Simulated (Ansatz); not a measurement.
The parent structure is K in the bcc (W type) structure (space group Im-3m, No. 229; a = 5.212 Å).

Method: PBEsol (Ansatz, a program for electronic structure, PAW, without spin-orbit coupling), earlier PAW set.

Before the change:

- Volume per atom = 70.81 Å³

It is then changed as follows: Cs takes the place of K on all its sites, then cell and atoms are relaxed.

Q: What does the calculation give for the volume per atom after the change?

A: The volume per atom grows by 37.33 Å³, from 70.81 Å³ to 108.14 Å³.

Whether these cells are dynamically stable was not tested. All final runs are without spin polarisation.
